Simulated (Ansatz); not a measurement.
Start from YN in the rock salt structure (space group Fm-3m, No. 225; a = 4.820 Å).

Method: LDA (Ansatz, an electronic-structure program, PAW, scalar-relativistic without spin-orbit coupling).

Base values:

Pressure: 0.0 GPa
Band gap: zero

Now apply this change: the cell is scaled by 0.9750 in all directions, atoms relaxed at fixed cell.

### Question
Predict the new energy relative to the base.

### Answer
The energy increases by 49 meV/atom.

### Question
What does the calculation give for the pressure after the change?

### Answer
The pressure goes from zero to 16.2 GPa.

### Question
How does this affect the band gap?

### Answer
The band gap is still zero.

The mesh was chosen for an insulator and is coarse for the gapless case. The cells carry an imposed strain or load. No phonon test of stability was made. The final runs are not spin-polarised. Gaps under 0.05 eV, about the width of the smearing, are given as zero. The zero or small gap of YN can change with the level of theory.
